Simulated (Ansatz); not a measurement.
Abridged Ansatz (an electronic-structure program) output:

```
Pseudopotential: Li, paw, valence charge 3
Pseudopotential: K, paw, valence charge 9
Crystal: 4 atoms, lattice volume = 184.606 Å³
Basis set: ecut = 500 eV, 4703 PW (Γ), exchange–correlation on 128×128×320 points (64 copies of the dense FFT grid, shifted against one another)
Bands: 16, of which v1, the nominal top of the filled ones, is band 12 counted from 1 (11 counted from 0)
Symmetry: 16 space group operations
k-points: 63 of 605
Functional: x = r2scan, c = r2scan; τ floored in thin density (d = 2e-4 eV/Å³)
SCF iter   1: F=—  HF=-3494.861624 eV  |F-HF|=—  |Δ(HF+E_count)|=         —  Δρ=2.28e-3  dr2=6.61e-3  dr2_τ=6.64e-4  ethr=1.77e-3  ⟨swp⟩=6.3  Hψ=6122  notcnv=0
SCF iter   2: F=—  HF=-3494.862954 eV  |F-HF|=—  |Δ(HF+E_count)|=   1.33e-3  Δρ=1.22e-3  dr2=2.96e-3  dr2_τ=7.52e-5  ethr=2.76e-5  ⟨swp⟩=2.0  Hψ=2520  notcnv=0
SCF 1 converged in 9 iterations: F = -3494.864151 eV  dr2 = 1.47e-10
SCF converged after 9 iterations
Free energy (F): -3494.864151 eV
Internal energy: -3494.844843 eV  (E = F + TS)
E sigma→0 (E₀):  -3494.854497 eV
Entropy (-TS):   -0.019308 eV (-4.827 meV/atom)
Fermi energy:    1.702809 eV
--- Forces (eV/Å), atoms counted from 1 ---
  atom   1  Li     0.00000000     0.00000000    -0.00003269
  atom   2  Li    -0.00000000     0.00000000     0.00003269
  atom   3  K     -0.00000000     0.00000000    -0.00006788
  atom   4  K     -0.00000000     0.00000000     0.00006788
--- Stress (GPa, compression-positive) ---
        0.000057      -0.000000       0.000000
       -0.000000       0.000057       0.000000
        0.000000       0.000000      -0.000113
  P = ⅓ Tr σ = 0.0000 GPa (0.000 kbar)
```

Problem. What was computed, and what are the main results?

Solution. KLi, 4 atoms in the cell, with r2SCAN (Ansatz; PAW; 500 eV plane waves; without spin-orbit coupling). The last SCF converged to F = -3494.864151 eV, or -873.7160 eV per atom, at a pressure of 0.00 GPa. The total energy compares only with runs of the same code, potentials and settings.

These are small ordered cells, not random alloys; other orderings at the same x differ. No phonon test of stability was made. The cell was made from Li by this change: x(K) = 0.5, 4 atoms, Cmme. Under x(K) = 0.5, 4 atoms, Cmme the cell changed shape so far that it is another structure.
